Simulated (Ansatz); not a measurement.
System: interstitial H in wurtzite CdSe (charge state +1). Calculation: PBE, PAW (plane waves to 420 eV; Ansatz, a program for electronic structure).

Settings: 72 host sites, the relaxed PBE lattice, one k-point at (0.125, 0.250, 0.250), smearing 0.01 eV, spin-restricted, no image-charge correction. Static, classical nuclei. The charge state is imposed; whether it is stable for some Fermi level was not computed. Sites that were not tried may lie lower.

Barriers: single points on a 2×2×2 k-point mesh shifted by half a step along c at the bands' geometries.

Relaxed starting cell (atoms counted from 1):

```
CELL_PARAMETERS angstrom
     13.14850     0.00000     0.00000
     -6.57425    11.38694     0.00000
      0.00000     0.00000    14.30922
ATOMIC_POSITIONS crystal
  Cd 0.22186 0.10915 0.18863
  Cd 0.22188 0.11011 0.75466
  Cd 0.22477 0.44652 0.25021
  Cd 0.22278 0.44587 0.75055
  Cd 0.22409 0.77555 0.24992
  Cd 0.22248 0.77526 0.75013
  Cd 0.55611 0.10802 0.24992
  Cd 0.55689 0.10970 0.75029
  Cd 0.55618 0.44685 0.25027
  Cd 0.55703 0.44592 0.75040
  Cd 0.55535 0.77719 0.25088
  Cd 0.55532 0.77723 0.75019
  Cd 0.88594 0.10768 0.25002
  Cd 0.88649 0.10956 0.75045
  Cd 0.88872 0.44296 0.25114
  Cd 0.88870 0.44326 0.75035
  Cd 0.88498 0.77536 0.25011
  Cd 0.88631 0.77513 0.75020
  Cd 0.10797 0.22659 0.99565
  Cd 0.10311 0.23168 0.50688
  Cd 0.11000 0.55609 0.00067
  Cd 0.11061 0.55662 0.49981
  Cd 0.10737 0.88315 0.99483
  Cd 0.10302 0.87453 0.50616
  Cd 0.45077 0.22692 0.99533
  Cd 0.45988 0.23155 0.50659
  Cd 0.44489 0.55806 0.99989
  Cd 0.44502 0.55839 0.50207
  Cd 0.44456 0.88989 0.99975
  Cd 0.44461 0.88987 0.50170
  Cd 0.77806 0.22406 0.00070
  Cd 0.77752 0.22333 0.49968
  Cd 0.77817 0.55606 0.00057
  Cd 0.77784 0.55652 0.49992
  Cd 0.77670 0.88967 0.99985
  Cd 0.77654 0.88974 0.50186
  Se 0.22187 0.11198 0.46781
  Se 0.22200 0.11159 0.94382
  Se 0.22337 0.44662 0.43778
  Se 0.22335 0.44774 0.93777
  Se 0.22284 0.77835 0.43748
  Se 0.22301 0.77685 0.93739
  Se 0.55523 0.11098 0.43746
  Se 0.55672 0.11093 0.93754
  Se 0.55557 0.44684 0.43782
  Se 0.55686 0.44805 0.93763
  Se 0.55534 0.77892 0.43820
  Se 0.55534 0.77885 0.93773
  Se 0.88774 0.11082 0.43759
  Se 0.88638 0.11066 0.93768
  Se 0.88862 0.44494 0.43831
  Se 0.88869 0.44489 0.93796
  Se 0.88718 0.77821 0.43767
  Se 0.88576 0.77678 0.93744
  Se 0.10835 0.22475 0.18536
  Se 0.11069 0.22218 0.69276
  Se 0.11039 0.55416 0.18839
  Se 0.11029 0.55469 0.68715
  Se 0.10676 0.88054 0.18470
  Se 0.11050 0.88794 0.69221
  Se 0.45082 0.22538 0.18512
  Se 0.44468 0.22220 0.69247
  Se 0.44499 0.55630 0.18763
  Se 0.44444 0.55551 0.68869
  Se 0.44445 0.88803 0.18753
  Se 0.44417 0.88849 0.68836
  Se 0.77786 0.22175 0.18842
  Se 0.77780 0.22216 0.68707
  Se 0.77772 0.55418 0.18828
  Se 0.77791 0.55461 0.68725
  Se 0.77667 0.88776 0.18760
  Se 0.77738 0.88834 0.68849
  H  0.22213 0.11266 0.36402
```
Cell charge +1.

End state 1 differs by these moves (Å; atoms that move under 0.08 Å are left out):

```csv
atom,element,Δx,Δy,Δz
1,Cd,0.00,-0.02,0.65
2,Cd,0.00,0.05,-0.07
24,Cd,0.01,-0.42,0.13
37,Se,0.02,0.39,-0.58
38,Se,0.01,0.00,-0.10
73,H,0.02,1.79,0.44
```

Give the forward and backward barriers to end state 1 at the level PBE, PAW.

forward 0.19 eV, backward 0.081 eV; at the saddle point atom 73 has neighbours Se at 1.49 Å. The saddle point's order was not checked.
